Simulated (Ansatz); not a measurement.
Response to strain and stress in GaN

The reference is GaN in the zinc blende structure (space group F-43m, No. 216; a = 4.498 Å). Axes: x, y, z lie along the cube axes.

Strains are applied to the cell and any free atomic positions relax; under biaxial strain the out-of-plane vector relaxes too; under stress the whole cell relaxes.

The values are results of r2SCAN (Ansatz, a first-principles code), scalar-relativistic without spin-orbit coupling, not measurements.

For the base:

```
Quantity    Value
--------  -------
Band gap  2.17 eV
```

Task: The aim is a band gap between 2.53 eV and 2.66 eV. Which of these changes reaches it?
A) uniaxial stress, 1 GPa tension along z
B) isotropic strain −2.10 %
C) biaxial strain −0.44 %, plane normal [110], relaxed out of plane
D) uniaxial strain ε_yy = −2.52 %

Result: B, isotropic strain −2.10 %. It gives 2.60 eV; uniaxial stress, 1 GPa tension along z gives 2.15 eV; uniaxial strain ε_yy = −2.52 % gives 2.26 eV; biaxial strain −0.44 %, plane normal [110], relaxed out of plane gives 2.19 eV. Changes not listed may reach it too

Beyond what the load breaks, stability against distortions was not tested. This is not the structure that GaN has at room temperature and ambient pressure.
